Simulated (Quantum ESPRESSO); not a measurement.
Worked example: self-consistent single point of SrMg (Fm-3m, 2 atoms in the cell) in Quantum ESPRESSO.

Computed with PBEsol, GBRV 1.5 ultrasoft (PBESOL) pseudopotentials (plane waves; Quantum ESPRESSO).

```
CELL_PARAMETERS angstrom
      0.00000     3.49952     3.49952
      3.49952     0.00000     3.49952
      3.49952     3.49952     0.00000
ATOMIC_POSITIONS crystal
  Sr 0.50000 0.50000 0.50000
  Mg 0.00000 0.00000 0.00000
```

Reference input (self-consistent single point, DFT, PBEsol, plane waves, GBRV 1.5 ultrasoft (PBESOL) pseudopotentials): ecutwfc = 40 Ry; ecutrho = 200 Ry; occupations = smearing; smearing = fd; degauss = 0.0073499 Ry; potentials = {Sr: sr_pbesol_v1.uspp.F.UPF, Mg: mg_pbesol_v1.4.uspp.F.UPF}; K_POINTS = automatic 11 11 11 1 1 1; conv_thr = 1e-09 Ry. This run's input differs from it in these lines:

```diff
@@ -14,4 +14,4 @@
  ntyp = 2,
- ecutwfc = 40,
- ecutrho = 200,
+ ecutwfc = 28,
+ ecutrho = 140,
  occupations = 'smearing',
```

The program printed (abridged):

```
     Self-consistent Calculation

     iteration #  1     ecut=    28.00 Ry     beta= 0.70

---- Real-time Memory Report at c_bands before calling an iterative solver
           103 MiB given to the printing process from OS
            66 MiB allocation reported by mallinfo(arena+hblkhd)
------------------

     Threshold (ethr) on eigenvalues was too large:
     Diagonalizing with lowered threshold

---- Real-time Memory Report at c_bands before calling an iterative solver
           151 MiB given to the printing process from OS
            70 MiB allocation reported by mallinfo(arena+hblkhd)
------------------

   [... lines left out ...]
           155 MiB given to the printing process from OS
            75 MiB allocation reported by mallinfo(arena+hblkhd)
------------------

     negative rho (up, down):  6.425E-02 0.000E+00

     total energy              =    -195.11966054 Ry
     estimated scf accuracy    <       0.00000001 Ry

     iteration #  7     ecut=    28.00 Ry     beta= 0.70

---- Real-time Memory Report at c_bands before calling an iterative solver
           156 MiB given to the printing process from OS
            75 MiB allocation reported by mallinfo(arena+hblkhd)
------------------

     negative rho (up, down):  6.425E-02 0.000E+00
     End of self-consistent calculation

     the Fermi energy is     4.2093 ev

!    total energy              =    -195.11966054 Ry
     estimated scf accuracy    <          2.8E-10 Ry
     smearing contrib. (-TS)   =      -0.00454155 Ry
     internal energy E=F+TS    =    -195.11511899 Ry

     convergence has been achieved in   7 iterations

     negative rho (up, down):  6.425E-02 0.000E+00

     Forces acting on atoms (cartesian axes, Ry/au):

     atom    1 type  1   force =     0.00000000   -0.00000000   -0.00000000
     atom    2 type  2   force =    -0.00000000    0.00000000    0.00000000

     Total force =     0.000000     Total SCF correction =     0.000000

     negative rho (up, down):  6.425E-02 0.000E+00
          total   stress  (Ry/bohr**3)                   (kbar)     P=      -52.27
  -0.00035529  -0.00000000   0.00000000          -52.27       -0.00        0.00
  -0.00000000  -0.00035529   0.00000000           -0.00      -52.27        0.00
  -0.00000000   0.00000000  -0.00035529           -0.00        0.00      -52.27

   JOB DONE.
```

The run converged in 7 iterations. Against the reference run the free energy rises by 160 meV/atom and the pressure goes from -0.54 to -5.23 GPa.

The starting cell comes from a database of computed structures (which also holds hypothetical and non-ambient phases and stackings), without a prior relaxation at this level. At the lowered cutoff the pressure carries the error of an incomplete plane-wave basis.
